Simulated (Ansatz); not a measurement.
Worked example: zone-centre phonon calculation of RbAu5 (P6/mmm, 6 atoms in the cell) in Ansatz (a program for electronic structure).

Method: LDA (PW92), default PAW files made with PBE (plane waves; Ansatz).

```
CELL_PARAMETERS angstrom
      5.84731     0.00000     0.00000
     -2.92366     5.06392     0.00000
      0.00000     0.00000     4.52333
ATOMIC_POSITIONS crystal
  Rb 0.00000 0.00000 0.00000
  Au 0.66667 0.33333 0.00000
  Au 0.33333 0.66667 0.00000
  Au 0.50000 0.00000 0.50000
  Au 0.50000 0.50000 0.50000
  Au 0.00000 0.50000 0.50000
```

Reference input (self-consistent single point, DFT, LDA (PW92), plane waves, default PAW files made with PBE): basis.ecutwfc = 30.9 Ry; kpoints.mp_grid.grid = 7 7 7; hamiltonian.xc = lda; hamiltonian.pseudopotentials = {kind: paw} (the program's default PAW files); scf.occupations.method = fermi_dirac; scf.occupations.width = 0.0073 Ry. This run's input differs from it in these lines:

Ansatz 0.2 input:
```diff
@@ -13,3 +13,3 @@
 basis:
-  ecutwfc: 30.9 Ry
+  ecutwfc: 37.1 Ry
 kpoints:
@@ -21,6 +21,4 @@
   occupations: { method: fermi_dirac, width: 0.0073 Ry }
-output:
-  forces: true
-  eigenvalues: true
-  stress: true
+phonons:
+  method: dfpt
```

Output (repeated stretches shortened):

```
SCF iter   1: F=—  HF=-67496.306271 eV  |F-HF|=—  |Δ(HF+E_count)|=         —  Δρ=7.38e-3  dr2=6.79e-2  ethr=1.77e-3  ⟨swp⟩=6.4  Hψ=15684  notcnv=0  defer=72
all-band conjugate gradients solve this SCF's bands
preconditioner: auto → LDOS
SCF iter   2: F=—  HF=-67496.307165 eV  |F-HF|=—  |Δ(HF+E_count)|=   8.94e-4  Δρ=6.97e-3  dr2=6.60e-2  ethr=6.53e-5  ⟨swp⟩=2.0  Hψ=8009  notcnv=0  defer=160
   [... lines left out ...]
SCF iter   6: F=—  HF=-67496.286902 eV  |F-HF|=—  |Δ(HF+E_count)|=   6.90e-5  Δρ=4.36e-6  dr2=2.02e-8  ethr=2.40e-9  ⟨swp⟩=2.0  Hψ=5465  notcnv=0  defer=160
SCF iter   7: F=—  HF=-67496.286902 eV  |F-HF|=—  |Δ(HF+E_count)|=   2.49e-9  Δρ=7.82e-7  dr2=4.12e-10  ethr=1.94e-11  ⟨swp⟩=2.1  Hψ=7018  notcnv=0  defer=160
SCF iter   8: F=—  HF=-67496.286902 eV  |F-HF|=—  |Δ(HF+E_count)|=  1.60e-10  Δρ=1.15e-7  dr2=1.21e-11  ethr=1.00e-12  ⟨swp⟩=1.6  Hψ=4548  notcnv=0  defer=160
SCF iter   9: F=-67496.286902 eV  HF=-67496.286902 eV  |F-HF|=1.46e-11  |Δ(HF+E_count)|=  2.91e-11  Δρ=1.20e-8  dr2=9.48e-14  ethr=1.00e-12  ⟨swp⟩=11.1  Hψ=19731  notcnv=0
SCF 1 converged in 9 iterations: F = -67496.286902 eV  dr2 = 9.48e-14
DFPT response loops at Γ: preconditioner auto → Kerker (q_TF=auto, 2.616 Å⁻¹) (partly filled bands, converged f_vac=0.038) …
Free energy (F): -67496.286902 eV
Internal energy: -67496.235707 eV  (E = F + TS)
E sigma→0 (E₀):  -67496.261305 eV
Entropy (-TS):   -0.051194 eV (-8.532 meV/atom)
Fermi energy:    13.883086 eV
--- Phonons (Γ-DFPT): 7 representative perturbations + reference, on 64 of 343 k-points (Σ response iterations 26) ---
  k mesh reduced under 4 symmetry operations, with k and −k counted as one. Each operation leaves every solved displacement unchanged or reverses it
  ASR residual: 2.024e-4 → 0.000e0 eV/Å²; symmetrization residual: 7.912e-5 eV/Å²
  ASR residual per site (eV/Å²): 4.47e-5 1.90e-4 1.90e-4 2.02e-4 1.89e-4 1.89e-4
  Γ frequencies (cm⁻¹): 0.00 0.00 0.00 49.79 55.52 55.52 64.39 64.39 69.79 78.80 78.80 87.32 87.32 102.79 110.15 110.15 130.36 144.69
  non-analytic LO–TO correction: not included (Born effective charges unavailable; polar crystals: no LO–TO splitting at Γ)
```

The run converged in 9 iterations. 

Summary of the result:
- Free energy E − TS (on the zero of these files): -67496.2869 eV
- Fermi level (on the code's own zero): 13.88 eV
- Zone-centre frequencies (cm⁻¹; negative means imaginary): 0, 0, 0, 50, 56, 56, 64, 64, 70, 79, 79, 87, 87, 103, 110, 110, 130, 145

The starting cell comes from a database of computed structures (which also holds hypothetical and non-ambient phases and stackings), without a prior relaxation at this level. Its lattice was rescaled by up to half a per cent. Spin-orbit coupling is off.

Cost on one core of a shared machine: roughly 10 min.
